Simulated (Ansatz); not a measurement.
Results of LDA (Ansatz, a first-principles code, PAW) for Ba (within 0.1 Å of Im-3m, No. 229, 2 atoms in the cell; start mp-122).

Numerical settings: plane-wave cutoff 520 eV, 14×14×8 k mesh (along the axes of the cell as run), Fermi–Dirac smearing 0.05 eV, scalar-relativistic PAW data made under PBE.

Cell (relaxed at this level):

Space group Im-3m (No. 229); a = b = c = 4.756 Å, α = β = γ = 90.00°

| atom | site | symmetry | x | y | z |
|---|---|---|---|---|---|
| Ba | 2a | m-3m | 0.0000 | 0.0000 | 0.0000 |

**Question.** Estimate the bulk modulus that the calculation returns.

**Answer.** 
* **bulk modulus**: 10.3 GPa

The run finds no gap.

Note: the bulk modulus is −V dP/dV from two relaxed cells at ±2 % in volume.

Spin–orbit coupling is not included.

A start named mp-… is a Materials Project structure, which need not be a measured phase.
